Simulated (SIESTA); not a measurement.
SIESTA run on GaIr (P1, 2 atoms in the cell): self-consistent single point.

Computed with GGA PBEsol, numerical atomic orbitals DZP, PseudoDojo PBEsol standard norm-conserving potentials (rewritten from UPF to PSML) run with SIESTA.

The change in words: atoms moved at random. Reference geometry:
```yaml
crystal:
  lattice:
    - [3.02850, 0.00000, 0.00000]
    - [0.00000, 3.02850, 0.00000]
    - [0.00000, 0.00000, 3.02850]
  atoms:
    - { symbol: Ga, position: [0.00000, 0.00000, 0.00000] }
    - { symbol: Ir, position: [0.50000, 0.50000, 0.50000] }
```

Reference input (self-consistent single point, DFT, GGA PBEsol, numerical atomic orbitals DZP, PseudoDojo PBEsol standard norm-conserving potentials (rewritten from UPF to PSML)): XC.functional = GGA; XC.authors = PBEsol; potentials = PseudoDojo PBEsol standard; PAO.BasisSize = DZP; PAO.EnergyShift = 0.01 Ry; MeshCutoff = 300 Ry; kgrid.MonkhorstPack = 9 9 9; OccupationFunction = MP; OccupationMPOrder = 0; ElectronicTemperature = 1160.45 K; MaxSCFIterations = 150; SCF.Mixer.Method = Broyden. This run's input differs from it in these lines:

```diff
@@ -18,4 +18,4 @@
 %block AtomicCoordinatesAndAtomicSpecies
-     0.000000000    0.000000000    0.000000000  1
-     1.514250000    1.514250000    1.514250000  2
+    -0.035769614   -0.032792598   -0.031142066  1
+     1.550019614    1.547042598    1.545392066  2
 %endblock AtomicCoordinatesAndAtomicSpecies
```

Output, abridged:

```
        iscf     Eharris(eV)        E_KS(eV)     FreeEng(eV)     dDmax    Ef(eV) dHmax(eV)
   scf:    1    -5187.175933    -5196.931497    -5196.934909  0.849558 -0.899489 14.166643
   scf:    2    -5204.610230    -5201.654648    -5201.656040  0.442829 -1.892414  5.093292
   scf:    3    -5202.359145    -5202.218668    -5202.221588  0.332585 -2.376348  2.249675
   scf:    4    -5202.167288    -5202.240062    -5202.242094  0.129085 -2.474642  1.216282
   scf:    5    -5202.298671    -5202.292359    -5202.295750  0.111459 -2.529264  0.058212
   [... 3 lines left out ...]
   scf:    9    -5202.292627    -5202.292626    -5202.296003  0.000433 -2.527326  0.011859
   scf:   10    -5202.292622    -5202.292625    -5202.296009  0.001094 -2.527930  0.001006
   scf:   11    -5202.292624    -5202.292625    -5202.296009  0.000107 -2.528030  0.000317
   scf:   12    -5202.292625    -5202.292625    -5202.296009  0.000007 -2.528069  0.000258
SCF Convergence by DM+H criterion
max |DM_out - DM_in|         :     0.0000072833
max |H_out - H_in|      (eV) :     0.0002584537
SCF cycle converged after 12 iterations

Using DM_out to compute the final energy and forces

siesta: E_KS(eV) =            -5202.2926

siesta: E_KS - E_eggbox =     -5202.2926

siesta: Atomic forces (eV/Ang):
     1    0.523423    0.481861    0.459526
     2   -0.515127   -0.474023   -0.450178
   Tot    0.008295    0.007838    0.009348
   Max    0.523423
   Res    0.484775    sqrt( Sum f_i^2 / 3N )
   Max    0.523423    constrained

Stress tensor Voigt[x,y,z,yz,xz,xy] (kbar):      -13.76      -14.26      -14.51       -9.33      -10.13      -10.42
(Free)E + p*V (eV/cell)    -5202.0503
Target enthalpy (eV/cell)    -5202.2960

siesta: Program's energy decomposition (eV):
siesta: FreeEng =     -5202.296009

   [... lines left out ...]
siesta:    -0.008586   -0.006506   -0.006320
siesta:    -0.006506   -0.008898   -0.005824
siesta:    -0.006320   -0.005824   -0.009058

siesta: Cell volume =         27.776833 Ang**3

siesta: Pressure (static):
siesta:                Solid            Molecule  Units
siesta:           0.00009636          0.00039640  Ry/Bohr**3
siesta:           0.00884750          0.03639589  eV/Ang**3
siesta:          14.17526402         58.31264484  kBar
```

The run converged in 12 iterations. Against the reference run the free energy goes up by 23.9 meV/atom, the pressure goes from -0.37 to 1.42 GPa and the largest force goes from 0.000 to 0.847 eV/Å.

The starting cell comes from a database of computed structures (which also holds hypothetical and non-ambient phases and stackings), without a prior relaxation at this level. For this run, on top of that: atoms moved at random. Spin polarisation is off. Values carry the incompleteness of an atom-centred basis.

Cost on one core of a shared machine: roughly 40 s.
